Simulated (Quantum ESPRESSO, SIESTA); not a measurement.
## Equation of state of rutile-structure TiO2 (space group 136): energy against volume (SIESTA, LDA)

```
TiO2
1.0
    4.41148     0.00000     0.00000
    0.00000     4.41148     0.00000
    0.00000     0.00000     2.84488
Ti O
2 4
Direct
  0.00000   0.00000   0.00000
  0.50000   0.50000   0.50000
  0.30500   0.30500   0.00000
  0.80500   0.19500   0.50000
  0.19500   0.80500   0.50000
  0.69500   0.69500   0.00000
```

Method: SIESTA 5.4.2 with LDA PW92, numerical atomic orbitals DZP, PseudoDojo LDA standard norm-conserving potentials (rewritten from UPF to PSML). Settings: XC.functional = LDA; XC.authors = PW92; potentials = PseudoDojo LDA standard; PAO.BasisSize = DZP; PAO.EnergyShift = 0.005 Ry; MeshCutoff = 520 Ry; kgrid.MonkhorstPack = 7 7 11; OccupationFunction = FD; ElectronicTemperature = 10 meV; MaxSCFIterations = 150; SCF.Mixer.Method = Pulay; SCF.Mixer.Weight = 0.1; SCF.Mixer.History = 6; SCF.DM.Tolerance = 1.0E-04. The cell above is the first row's. The rows scale it uniformly. In all rows fractional positions and the k mesh are held. E is the free energy at the stated smearing, counted from the lowest row.

```csv
V (Å^3/atom),E (meV/atom)
9.227,80.71
9.428,47.39
9.629,23.57
9.829,8.25
10.030,0.65
10.230,0.00
10.431,5.58
10.632,16.83
10.832,?
```

### Question
Fit E against V with the third-order Birch-Murnaghan form, a cubic in V^(-2/3), and predict the withheld value at V = 10.832.

### Answer
With u = V^(-2/3) - 0.217, the rows have u = 0.010314, 0.007072, 0.003942, 0.000935, -0.001986, -0.004798, -0.007533, -0.010181. Least squares gives E = 5.080 + 3046.70·u + 414149·u² + 141698·u³. Residuals (row less fit): -0.006, 0.001, 0.036, -0.041, -0.012, 0.020, 0.010, -0.010; standard error 0.030 (degrees of freedom: 4). Its minimum lies at u = -0.003685, so V0 = (0.213315)^(-3/2) = 10.15. There d²E/du² = 825200 and d³E/du³ = 850200, so B0 = (4/9) × 10.15^(-7/3) × 825200 × 0.160218 = 263 GPa (the last factor turns the table's units into GPa), and B0' = 4 + (2/3) × 0.213315 × (850200)/825200 = 4.1. The program's pressures in the fitted runs (not shown) pass through zero at V = 10.15, 0.01 % from this V0. At the withheld row, u = -0.012735, so E = 5.080 + 3046.70 × (-0.012735) + 414149 × (-0.012735)² + 141698 × (-0.012735)³ = 33.154 meV/atom. The calculation gives 33.18 meV/atom, 0.026 meV/atom above the prediction (under 0.05 % of the range of E in the table). The row lies outside the fitted rows, so this is an extrapolation. From the scatter of the fitted rows alone, a prediction at this place has a standard error of 0.073 meV/atom, so the miss is 0.4 times that.

Carrying the step between the two nearest rows on in a straight line would have given 28.02, off by 5.16; series whose last step already gives the withheld value aren't shown. The scan was laid around a cell of about the measured size, scaled by a guess for this functional; axis ratios and inner coordinates come from that cell. The runs keep the symmetry of the cell, so they don't test it for distortions. A plane-wave scan with the same functional (Quantum ESPRESSO, GBRV) gives V0 = 10.10 Å^3/atom and B0 = 262 GPa; a Birch-Murnaghan fit to all rows here lies 0.5 % from it in V0 and 0 % in B0; the two differ in basis, and may differ in potentials and mesh. Values carry the incompleteness of an atom-centred basis. The shape of the cell and the inner coordinates aren't relaxed, so V0 and B0 belong to this uniform scaling; a relaxed crystal lies no higher in energy and is usually softer (forces reach 0.74 eV/Å in these rows). Cutoffs and mesh are single choices, not tested for convergence of this quantity. Series with a scatter that would blur these digits, or in which a gap closes, are not shown. Nor are scans whose minimum lies at an end fitted in this form.
